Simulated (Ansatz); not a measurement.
# A computed series for GaSb: response to strain

Base system: GaSb in the zinc blende structure (space group F-43m, No. 216).

```
CELL_PARAMETERS angstrom
      0.00000     3.06618     3.06618
      3.06618     0.00000     3.06618
      3.06618     3.06618     0.00000
ATOMIC_POSITIONS crystal
  Ga 0.00000 0.00000 0.00000
  Sb 0.25000 0.25000 0.25000
```

Cartesian axes are those of the cell as printed.

Strains are applied to the cell and any free atomic positions relax; under biaxial strain the out-of-plane vector relaxes too.

Method: DFT with r2SCAN, PAW potentials and a 500 eV plane-wave cutoff in Ansatz (a program for electronic structure), no spin-orbit coupling.

Notes on the quantities. pressure: mean of the normal stresses, compression positive.

```tsv
variant	pressure	shortest interatomic distance	ratio −ε⊥/ε∥
base	0.01 GPa	5.018 bohr	–
biaxial strain −3.00 %, plane normal [001], relaxed out of plane	2.06 GPa	4.962 bohr	0.85
biaxial strain −2.50 %, plane normal [001], relaxed out of plane	1.68 GPa	4.971 bohr	0.85
biaxial strain −2.00 %, plane normal [001], relaxed out of plane	1.32 GPa	4.980 bohr	0.85
biaxial strain −1.50 %, plane normal [001], relaxed out of plane	0.97 GPa	4.990 bohr	0.85
biaxial strain −1.00 %, plane normal [001], relaxed out of plane	0.64 GPa	4.999 bohr	0.86
biaxial strain −0.50 %, plane normal [001], relaxed out of plane	0.32 GPa	5.009 bohr	–
```

Whether these cells are dynamically stable was not tested.
